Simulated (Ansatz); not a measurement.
Band structure of YPd3 (Pm-3m, 4 atoms in the cell).

```
YPd3
1.0
    4.09992     0.00000     0.00000
    0.00000     4.09992     0.00000
    0.00000     0.00000     4.09992
Y Pd
1 3
Direct
  0.00000   0.00000   0.00000
  0.50000   0.50000   0.00000
  0.00000   0.50000   0.50000
  0.50000   0.00000   0.50000
```

Level of theory: PBEsol, PAW files made with PBE (plane waves; Ansatz, a program for electronic structure).

Settings: basis.ecutwfc = 420 eV; kpoints.mp_grid.grid = 7 7 7; hamiltonian.xc = pbesol; hamiltonian.pseudopotentials = {kind: paw} (the program's default PAW files); scf.occupations.method = gaussian; scf.occupations.width = 0.272 eV; kpoints.band_path.npoints = 8.

The starting cell comes from a database of computed structures (which also holds hypothetical and non-ambient phases and stackings), without a prior relaxation at this level. Spin polarisation is off.

Levels in eV from the Fermi level, bands 29 to 36:
```json
[
 {"point": "Γ", "29": "-0.54", "30": "-0.11", "31": "-0.11", "32": "-0.11", "33": "3.44", "34": "3.44", "35": "3.44", "36": "3.56"},
 {"point": "X", "29": "-1.67", "30": "-1.63", "31": "-1.49", "32": "-0.91", "33": "-0.11", "34": "2.18", "35": "2.18", "36": "2.81"},
 {"point": "M", "29": "-1.84", "30": "-1.84", "31": "-1.63", "32": "-1.36", "33": "-0.82", "34": "1.91", "35": "1.91", "36": "2.97"},
 {"point": "R", "29": "-0.42", "30": "-0.42", "31": "-0.42", "32": "0.69", "33": "1.70", "34": "1.70", "35": "1.70", "36": "2.60"}
]
```

Bands cross the Fermi level along this path, so the cell is metallic at this level.

Keys are those of Ansatz 0.2.
